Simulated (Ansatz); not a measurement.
Cell and atoms of amorphous Si64Ge32:

```
CELL_PARAMETERS angstrom
     12.86916    -0.05326    -0.05590
     -0.05326    12.92076     0.16881
     -0.05590     0.16881    12.59370
ATOMIC_POSITIONS crystal
  Si 0.18801 0.38381 0.73759
  Si 0.62689 0.97291 0.97803
  Si 0.24930 0.26196 0.06791
  Si 0.22493 0.44392 0.02706
  Si 0.07223 0.90664 0.47012
  Si 0.97519 0.00012 0.33524
  Si 0.34997 0.64611 0.69616
  Si 0.07370 0.28935 0.44319
  Si 0.85033 0.38960 0.74618
  Si 0.70929 0.65208 0.83430
  Si 0.80464 0.82960 0.56656
  Si 0.30123 0.11576 0.39502
  Si 0.49108 0.39199 0.99780
  Si 0.23767 0.23756 0.51601
  Si 0.48028 0.38239 0.63532
  Si 0.84802 0.38487 0.55750
  Si 0.96638 0.89479 0.62048
  Si 0.87044 0.66390 0.92937
  Si 0.86898 0.43367 0.03017
  Si 0.73719 0.52290 0.54157
  Si 0.29540 0.79927 0.41881
  Si 0.74921 0.03730 0.10869
  Si 0.31730 0.52037 0.28524
  Si 0.33822 0.87795 0.25343
  Si 0.54373 0.86324 0.43731
  Si 0.51290 0.22661 0.21256
  Si 0.83855 0.22591 0.83911
  Si 0.42453 0.22401 0.04654
  Si 0.35132 0.46310 0.74135
  Si 0.59444 0.81246 0.06865
  Si 0.06603 0.81585 0.76071
  Si 0.57785 0.66752 0.95958
  Si 0.64567 0.11962 0.46426
  Si 0.48588 0.11609 0.36029
  Si 0.22244 0.21222 0.70289
  Si 0.30604 0.76670 0.98947
  Si 0.39485 0.67358 0.51369
  Si 0.95041 0.14396 0.45344
  Si 0.45470 0.62500 0.22516
  Si 0.40867 0.67116 0.87726
  Si 0.36621 0.49837 0.92356
  Si 0.00019 0.45092 0.48105
  Si 0.62201 0.09125 0.64408
  Si 0.94102 0.07235 0.63107
  Si 0.12987 0.73401 0.46793
  Si 0.42203 0.77546 0.13138
  Si 0.00251 0.61983 0.39339
  Si 0.68875 0.20648 0.14786
  Si 0.16292 0.48983 0.19253
  Si 0.10217 0.41107 0.89739
  Si 0.53484 0.23160 0.72541
  Si 0.37073 0.36019 0.49207
  Si 0.74372 0.76324 0.17986
  Si 0.53403 0.67961 0.38679
  Si 0.98494 0.12945 0.89004
  Si 0.10852 0.32943 0.26721
  Si 0.25318 0.96196 0.49143
  Si 0.71073 0.64876 0.32689
  Si 0.78447 0.08908 0.73148
  Si 0.38357 0.13491 0.76314
  Si 0.06038 0.05000 0.17744
  Si 0.08773 0.09545 0.74439
  Si 0.69326 0.48419 0.76010
  Si 0.85853 0.62064 0.11376
  Ge 0.57007 0.52861 0.10346
  Ge 0.98477 0.81621 0.93896
  Ge 0.12759 0.75762 0.06849
  Ge 0.79200 0.24276 0.44350
  Ge 0.76678 0.93754 0.85214
  Ge 0.80427 0.92944 0.26310
  Ge 0.44813 0.37902 0.31628
  Ge 0.60163 0.49113 0.40700
  Ge 0.60607 0.34798 0.86246
  Ge 0.19581 0.94668 0.79066
  Ge 0.53211 0.90967 0.63259
  Ge 0.20063 0.17266 0.23060
  Ge 0.73691 0.49537 0.20871
  Ge 0.16177 0.68666 0.65906
  Ge 0.92952 0.00235 0.02278
  Ge 0.68944 0.81216 0.72162
  Ge 0.28214 0.95249 0.97099
  Ge 0.71431 0.94123 0.43516
  Ge 0.94626 0.50287 0.86563
  Ge 0.79988 0.30951 0.25553
  Ge 0.83390 0.67137 0.46976
  Ge 0.18830 0.92321 0.14419
  Ge 0.74500 0.29489 0.98599
  Ge 0.12795 0.50541 0.60448
  Ge 0.03416 0.62859 0.19799
  Ge 0.07349 0.24816 0.99295
  Ge 0.44516 0.06530 0.94288
  Ge 0.56823 0.55528 0.62522
  Ge 0.34680 0.97459 0.66598
  Ge 0.96510 0.31501 0.14786
  Ge 0.28421 0.52526 0.47477
  Ge 0.51015 0.95626 0.26709
```

Methods: PBE, scalar-relativistic without spin-orbit coupling (Ansatz, a quantum-chemistry and plane-wave program); r2SCAN, scalar-relativistic without spin-orbit coupling (Ansatz). Neutral PBE cell, which sets geometry, pressure and energy: sampling: a 2×2×2 Γ-centred mesh; Fermi-Dirac width 0.05 eV; no spin polarisation.

A CHGNet melt-quench gave the starting glass, which DFT then relaxed. The hot cell started wider than the set density and was brought back towards it in steps. It is the lowest in DFT energy of 4 quenches. It is a model cell: composition and starting density were chosen by hand, and all elements were melted together. No dispersion term was used. Its density started from a set value of 3.27 and ended at 3.27 g/cm³. Cooling (nominally 52 K/ps over its main leg) ran many orders faster than in experiment, which tends to leave more defects and strain. Values belong to this one cell and scatter from quench to quench. The volume was held where the preparation left it and the shape relaxed.

Give the pressure, the energy against reference phases and the spacing of the highest filled and lowest empty levels.


| Item | Value |
|---|---|
| Pressure on a 2×2×2 Γ-centred mesh | -0.10 GPa |
| Largest force and stress component on that mesh (the relaxation ran on one k-point at (1/4, 1/4, 1/4)) | 0.10 eV/Å and 0.2 GPa |
| Energy relative to silicon + germanium (lowest mix at this level among the phases computed, not always the ambient ones) | 0.248 eV/atom |
| Gap on a 2×2×2 Γ-centred mesh (PBE) | 0.12 eV |
| Gap at the zone centre (PBE) | 0.36 eV |
| Gap at the zone centre (r2SCAN) | 0.43 eV |
| Distance between the nearest levels spread over more than a fifth of the atoms or a third of the atoms of their main element (six at least) (PBE, zone centre) | 0.36 eV |

At PBE and the zone centre, how localised are the states just below and above the Fermi level (participation number: the atoms over which a state spreads)?

The highest filled state is spread over 55.2 atoms' worth, largest on Ge69, with weights by element (charge in smoothed Voronoi cells) Si 0.59, Ge 0.41. The lowest empty state is spread over 41.2 atoms' worth, largest on Si19, with weights by element (charge in smoothed Voronoi cells) Si 0.65, Ge 0.35.

So small a spacing is near the smearing width and the bands' dispersion over the mesh, so it is a value of this cell and mesh.

Bonds are counted up to Si-Si 2.68 Å, Si-Ge 2.78 Å, Ge-Ge 2.84 Å.

A PBE run started with 1 μB on atoms that lack a bond or may hold spare charge lost its moments; other starts weren't tried.
